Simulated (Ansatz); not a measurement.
The (100) surface of cubic CsSnBr3 (a phase of room or higher temperature, not the 0 K ground state) in its 1x1 cell (cut with top plane Br + Cs, bottom plane 2 Br + Sn), relaxed from an ideal cut (the real face may reconstruct), with unlike faces, outermost plane spacing 2.95 Å in the ideal cut

All values below come from PBE (plane waves to 420 eV, PAW; Ansatz, an electronic-structure program).

Slab: 15 atoms, Br9Cs3Sn3, 14.7 Å thick at the start; k 5x5x1, smearing 0.025 eV, dipole-corrected; all atoms relaxed; held to the start's symmetry, so lower structures may exist; no spin, no spin-orbit, no U.

```
Quantity                                                                           Value
-----------------------------------------------------------  ---------------------------
surface energy (mean of two unlike faces)                                      0.09 J/m²
surface energy before relaxation (mean of two unlike faces)                    0.15 J/m²
energy released by relaxation                                                    0.27 eV
cost                                                         very roughly 6 core-minutes
```
